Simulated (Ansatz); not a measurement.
The reference is BN in the zinc blende structure (space group F-43m, No. 216).

```
CELL_PARAMETERS angstrom
      0.00000     1.79027     1.79027
      1.79027     0.00000     1.79027
      1.79027     1.79027     0.00000
ATOMIC_POSITIONS crystal
  B  0.00000 0.00000 0.00000
  N  0.25000 0.25000 0.25000
```

The values are results of Ansatz (an electronic-structure program) LDA, no SOC, not measurements.

Strains are applied to the cell and any free atomic positions relax.

One change was made to it. Results:

```json
[
 {"quantity": "energy relative to the base (free energy F)", "base": "0 meV/atom", "after": "+1.6 meV/atom"},
 {"quantity": "band gap", "base": "4.39 eV", "after": "4.38 eV"},
 {"quantity": "electron mass", "base": "0.90 mₑ along k, 0.30 mₑ across (at X)", "after": "0.90 mₑ along k, 0.30 mₑ across (at X)"}
]
```

Task: Which change produced these results?
A. isotropic strain −2.50 %
B. isotropic strain +0.50 %
C. isotropic strain +1.50 %
D. isotropic strain +1.00 %

Result: B, isotropic strain +0.50 %. For comparison, the energy relative to the base in the other runs: isotropic strain +1.00 % gives +6.3 meV/atom; isotropic strain +1.50 % gives +14 meV/atom; isotropic strain −2.50 % gives +43 meV/atom.

Effective masses come from finite differences of ±0.01 Å⁻¹. Along k means along the line from Γ to the band edge. Stability against distortions was not tested.
